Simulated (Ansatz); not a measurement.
## Effect of electrons 5.0×10^20 cm⁻³ on GaN

Base system: GaN in the zinc blende structure (space group F-43m, No. 216; a = 4.498 Å).

It is then changed as follows: 0.0114 electrons added to each cell, a density of 5.0×10^20 cm⁻³, with a uniform compensating background at fixed cell and a 300 K Fermi–Dirac width.

Level of theory: PBEsol (Ansatz, a quantum-chemistry and plane-wave program, PAW, without spin-orbit coupling). k-mesh 29×29×29 (Γ-centred); smearing 0.0259 eV (Fermi–Dirac).

The gap between the host's bands hardly moves (1.70 eV against 1.69 eV) and the gap character remains direct at Γ. The Fermi level relative to the doped band's edge (positive inside the band; to 0.05 eV) amounts to +0.90 eV.

Cost of the whole job for the changed cell (relaxation, final SCF and bands): roughly 22 core-seconds.

Carriers are added with a uniform compensating background; total energy and stress of such cells depend on the potential's zero and are not compared; many-body gap narrowing is missing at this level. Whether these cells are dynamically stable was not tested. This is not the structure that GaN has at room temperature and ambient pressure.
